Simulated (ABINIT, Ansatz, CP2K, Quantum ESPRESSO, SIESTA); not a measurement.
**One structure in several programs: BP (F-43m, 2 atoms in the cell)**

Relaxation of cell and atoms.

```
CELL_PARAMETERS angstrom
      0.00000     2.26607     2.26607
      2.26607     0.00000     2.26607
      2.26607     2.26607     0.00000
ATOMIC_POSITIONS crystal
  B  0.00000 0.00000 0.00000
  P  0.25000 0.25000 0.25000
```

Shared settings, as Ansatz (a program for electronic structure) writes them: kpoints.mp_grid.grid = 10 10 10; scf.occupations.method = fixed. Potentials and cutoffs stand in the table.

| code | model | final volume (Å³/atom) | gap on the mesh (eV) | cutoff |
|---|---|---|---|---|
| ABINIT | PBE, norm-conserving pseudopotentials (PseudoDojo nc-sr-05 PBE standard) | 11.75 | 1.260 | 38 Ha |
| Ansatz | PBE, PAW files | 11.76 | 1.252 | 420 eV |
| SIESTA | GGA PBE, numerical atomic orbitals DZP, PseudoDojo PBE standard norm-conserving potentials (rewritten from UPF to PSML) | 11.93 | 1.254 | grid 400 Ry |
| CP2K | PBE, GPW, DZVP-MOLOPT-SR-GTH basis, GTH-PBE potentials (GTH_POTENTIALS) | 11.76 | 1.303 | grid 400 Ry |
| Quantum ESPRESSO | PBE, PseudoDojo standard norm-conserving (PBE) pseudopotentials | 11.75 | 1.260 | 80 Ry |

Gaps are read on the mesh.

The spread over the programs that give each value: final volume within 0.18 Å³/atom; gap on the mesh within 0.051 eV.

SIESTA and CP2K use small atom-centred bases, whose incompleteness enters pressures, forces and empty levels differently from a plane-wave cutoff. The programs treat the finite-basis stress differently while the cell relaxes: Ansatz adds an estimate of it, ABINIT smooths its cutoff (ecutsm).

The starting cell comes from a database of computed structures (which also holds hypothetical and non-ambient phases and stackings), without a prior relaxation at this level.

Left out of this page: GPAW (not drawn, or without a comparable value).

Keys are those of Ansatz 0.2.
